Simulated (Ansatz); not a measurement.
How the equilibrium lattice constant a of TaS₂ (model structure, started from the fluorite type, Fm-3m, No. 225, 3 atoms in the cell) moves with the method

No measured value is used here.

```csv
level (code),value (Å)
PBE (Ansatz),6.035
PBEsol (Ansatz),(withheld)
PBE-D3(BJ) (Ansatz),5.974
```

### Question
Complete the blanks.

### Answer

- PBEsol (Ansatz, a first-principles code), value (Å): 5.961

Density-functional levels without +SOC have no spin–orbit coupling. Ansatz's density-functional and Hartree–Fock values are scalar-relativistic unless marked +SOC, with PAW data made under PBE.

A model structure was made by putting elements into a prototype or built by hand; it is no filed structure, need not be a known phase, and can be a saddle point held by its symmetry.
